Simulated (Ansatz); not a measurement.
The starting structures come from a database of crystals and need not be the phases stable at ambient conditions.

 Where the default PAW files enter, the runs use the earlier of Ansatz's two default sets.

```xyz
6
Lattice="4.1724 0.0000 0.0000 1.4557 5.7717 0.0000 0.0000 0.0000 4.1562" Properties=species:S:1:pos:R:3 pbc="T T T"
Rb     3.8688     1.6639     1.0391
Rb     1.7593     4.1078     3.1172
H      3.5212     5.3235     1.0391
H      2.1068     0.4482     3.1172
O      3.9202     4.4436     1.0391
O      1.7078     1.3281     3.1172
```

Space group of this cell: P2_1/m. The cell is taken as given.

Transport runs along the normal of the first two printed cell vectors.

No gap correction and no spin-orbit coupling; mid-gap values are interpolated between computed energies.

Question: Estimate the band gap and the smallest decay constant κ at mid-gap that Ansatz (an electronic-structure program) with PBEsol returns for this system.

Answer: Gap 3.17 eV on a 8×6×8 mesh; κ = 0.317 1/Å, at the zone centre.
